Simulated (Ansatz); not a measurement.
# ZrSe2: isotropic strain −3.00 %

Consider ZrSe$_{2}$ in the CdI2 type structure (space group P-3m1, No. 164; a = 3.660 Å, c = 5.841 Å; layered, stacked along the Cartesian z axis; relaxed with 0.1 eV smearing).

It is then changed as follows: an isotropic linear strain of −3.00 %, atoms relaxed at fixed cell.

All numbers come from PBEsol-D3(BJ), PAW, 420 eV (Ansatz, a quantum-chemistry and plane-wave program; spin-orbit coupling left out). Γ-centred 18×18×10 mesh, Fermi–Dirac width 0.1 eV.

```csv
quantity,base,changed,shift
volume per atom,22.59 Å³,20.61 Å³,-1.972 Å³
space group,P-3m1 (No. 164),P-3m1 (No. 164),–
shortest interatomic distance,2.655 Å,2.623 Å,-0.0327 Å
energy relative to the base (free energy F),0 meV/atom,+31 meV/atom,+31 meV/atom
"pressure (mean of the normal stresses, compression positive)",0.0 GPa,5.6 GPa,+5.6 GPa
band gap,zero,zero,–
largest internal atomic displacement,–,0.076 Å,–
```

Final structure:

```
ZrSe2
1.0
    3.55002     0.00000     0.00000
   -1.77501     3.07441     0.00000
    0.00000     0.00000     5.66600
Zr Se
1 2
Direct
  0.00000   0.00000   0.00000
  0.33333   0.66667   0.28883
  0.66667   0.33333   0.71117
```

Stability against distortions was not tested. All final runs are without spin polarisation. The zero or small gap of ZrSe2 can change with the level of theory.
